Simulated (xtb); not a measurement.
xtb 6.7.1, GFN2-xTB: B(Me)(OMe)(OSiH3) (COB(C)O[SiH3]), 15 atoms. The geometry is a generated start, not checked to be a minimum at this level.

```yaml
method: GFN2-xTB
"--acc": 1 (default)
"--etemp (K)": 300 (default)
detailed input (--input): "none: ANC optimiser, Lindh (1995) Hessian, microcycle=20, maxdispl=1.0, hlow=0.01 (default)"
basis_functions: 39
valence_electrons: 36
```

```xyz
15

B     -0.1872     0.0882     0.2460
C     -0.3296     0.2092     1.8385
H     -0.6146    -0.7376     2.2951
H     -1.0809     0.9449     2.1078
H      0.6119     0.5126     2.2926
O      0.6749    -0.7441    -0.3832
C      1.5462    -1.6445     0.2534
H      1.1490    -1.9908     1.2110
H      1.6840    -2.4986    -0.4124
H      2.5155    -1.1669     0.4248
O     -0.9502     0.8633    -0.5397
Si    -1.1891     1.4123    -2.0414
H     -0.2698     2.5370    -2.2419
H     -2.5917     1.8285    -1.9895
H     -0.9681     0.3864    -3.0612
```

The structure is relaxed from this start with --opt LEVEL for the levels crude, sloppy, loose, lax, normal, tight, vtight, extreme, once each. Up to the end of the extreme run atoms move by at most 0.54 Å along an axis.

### Question
Which level is enough to come within 1 meV of the tightest end point?

### Answer
tight: 37 cycles against 68, ending 0.33 meV above.

```json
[
 {"level": "crude", "cycles": "1", "energy above the extreme run (meV)": "10", "gradient norm (eV/Å)": "0.18"},
 {"level": "sloppy", "cycles": "1", "energy above the extreme run (meV)": "10", "gradient norm (eV/Å)": "0.18"},
 {"level": "loose", "cycles": "1", "energy above the extreme run (meV)": "10", "gradient norm (eV/Å)": "0.18"},
 {"level": "lax", "cycles": "4", "energy above the extreme run (meV)": "7.5", "gradient norm (eV/Å)": "0.068"},
 {"level": "normal", "cycles": "17", "energy above the extreme run (meV)": "2.4", "gradient norm (eV/Å)": "0.015"},
 {"level": "tight", "cycles": "37", "energy above the extreme run (meV)": "0.33", "gradient norm (eV/Å)": "0.022"},
 {"level": "vtight", "cycles": "61", "energy above the extreme run (meV)": "0.017", "gradient norm (eV/Å)": "0.0021"},
 {"level": "extreme", "cycles": "68", "energy above the extreme run (meV)": "—", "gradient norm (eV/Å)": "0.0013"}
]
```
